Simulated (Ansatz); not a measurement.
Defect: interstitial Zn in wurtzite AlN, charge state +2. The step: a direct jump of one Zn atom; the atom moves 2.50 Å along (0.00, 0.00, -0.50) of the unit cell; the moving atom starts with neighbours 3 Al at 2.32, 3 Al at 2.47; 3 N at 1.98, 3 N at 2.44 Å and ends with 3 Al at 2.32, 3 Al at 2.47; 3 N at 1.98, 3 N at 2.44 Å. A PBE band in Ansatz (plane-wave PAW, the Γ point alone, 72 host sites, 22 SCF runs with any check of the saddle's order, static, no finite-size correction) gives a forward barrier of 1.79 eV. The saddle point's order was not checked, and it lies on a symmetry element of the cell, where a band can be held. The charge state is imposed; whether it is stable for some Fermi level was not computed. Sites that were not tried may lie lower.

Single points at the band's start and saddle point can refine it. Rough cost of one point, in units of the band's mean SCF on the same machine:

| Level | Cost of one point |
|---|---|
| PBE, a 2×2×2 k-point mesh shifted by half a step along c | about 6 |
| r2SCAN at 500 eV, the Γ point alone | about 4 |

**Question.** Which of these move the barrier by more than 0.1 eV, and how far does each move it?

**Answer.** Not one does. PBE, a 2×2×2 k-point mesh shifted by half a step along c: -0.07 eV; r2SCAN at 500 eV, the Γ point alone: +0.03 eV. Each functional is compared with PBE at the same k-points.

Ansatz is a first-principles code.
